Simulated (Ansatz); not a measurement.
LiSiN (model structure, started from the NaSnP type, P6₃mc, No. 186, 6 atoms in the cell) was calculated with G0W0@PBEsol (Ansatz, a quantum-chemistry and plane-wave program, hard PAW, contour deformation).

The cell is the one relaxed with PBEsol. Conventional cell: a = 2.8158 Å, b = 2.8158 Å, c = 9.2236 Å, α = 90.00°, β = 90.00°, γ = 120.00°.

One run with a 6×6×2 mesh, response cutoff 150 eV and 485 empty bands, not extrapolated in mesh or basis; no spin–orbit coupling.

Some levels at Γ in eV, each set counted from its highest filled level:

```tsv
row	degeneracy	PBEsol	quasiparticle
1	1	-17.08	…
2	1	-17.06	…
3	1	-7.05	-7.09
4	1	-6.43	-6.48
5	1	-1.92	-1.86
6	2	-1.23	-1.31
7	2	-1.22	-1.31
8	1	0.00	0.00
9	1	5.11	…
10	1 or more	6.25	…
```

**Question.** What belongs in the gaps?

**Answer.** 
- 1, quasiparticle: -17.32
- 2, quasiparticle: -17.30
- 9, quasiparticle: 5.89
- 10, quasiparticle: 7.27

Levels within 5 meV count as one row.

Note: the relaxation could raise the start's symmetry but not lower it, so the cell can be a saddle point.

A model structure was made by putting elements into a prototype or built by hand; it is no filed structure, need not be a known phase, and can be a saddle point held by its symmetry.
